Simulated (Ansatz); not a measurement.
Levels about the gap of amorphous hafnium silicate (Hf$_{10}$Si$_{10}$O$_{40}$) (60 atoms in a cell of 836 Å³, 5.38 g/cm³; zone centre alone, so wide bands show as single levels with stretches between that a denser mesh fills), at the geometry that PBE relaxed, where it gives 0.0 GPa on a denser mesh. The participation number counts the atoms over which a state spreads; weights are charges in smoothed Voronoi cells. The levels come from a single point, so bond lengths are those of that geometry. Method of the levels: PBE (Ansatz, an electronic-structure program). Sampling: the zone centre alone; Fermi-Dirac width 0.02 eV; no spin polarisation. At PBE the levels at the filled edge of the gap are localised (band-tail or defect states).

A CHGNet melt-quench gave the starting glass, which DFT then relaxed. O atoms were pushed apart under 1.9 Å during the dynamics, to hinder bonds among them. It is a model cell: composition and starting density were chosen by hand, and all elements were melted together. No dispersion term was used. Its density started from a set value of 5.59 and ended at 5.38 g/cm³. The simulated quench (nominally 630 K/ps over its main leg) is rapid and tends to freeze in more defects than a deposited or slowly cooled glass has. A cell of this size samples the disorder only roughly. The volume was free in the relaxation, at fixed shape. Stress components on the final sampling reach 1.2 GPa.

```
E - E(highest filled), eV  filling  participation number        largest on  weight O  weight Hf  weight Si
-------------------------  -------  --------------------  ----------------  --------  ---------  ---------
-0.28                       filled                  20.7   O, 2 neighbours      0.95       0.03       0.02
-0.21                       filled                  18.6   O, 2 neighbours      0.95       0.03       0.02
-0.18                       filled                  16.3   O, 2 neighbours      0.95       0.03       0.02
-0.14                       filled                  14.0   O, 2 neighbours      0.95       0.03       0.02
-0.11                       filled                  12.2   O, 2 neighbours      0.96       0.03       0.01
-0.04                       filled                  11.0   O, 2 neighbours      0.96       0.02       0.02
0.00                        filled                   6.2   O, 2 neighbours      0.96       0.02       0.02
4.38                         empty                  23.9  Hf, 6 neighbours      0.51       0.43       0.05
4.59                         empty                  17.2  Hf, 5 neighbours      0.36       0.62       0.02
4.76                         empty                   7.0  Hf, 6 neighbours      0.35       0.63       0.02
4.85                         empty                  14.7  Hf, 5 neighbours      0.37       0.60       0.03
4.89                         empty                  20.3  Hf, 6 neighbours      0.42       0.54       0.04
5.04                         empty                  13.5  Hf, 6 neighbours      0.33       0.65       0.02
5.09                         empty                  12.6  Hf, 6 neighbours      0.35       0.61       0.03
```

Most localised among these is the filled level at +0.00 eV, on a O atom, which has 2 neighbours (Si 1.62 Å, Hf 2.00 Å).
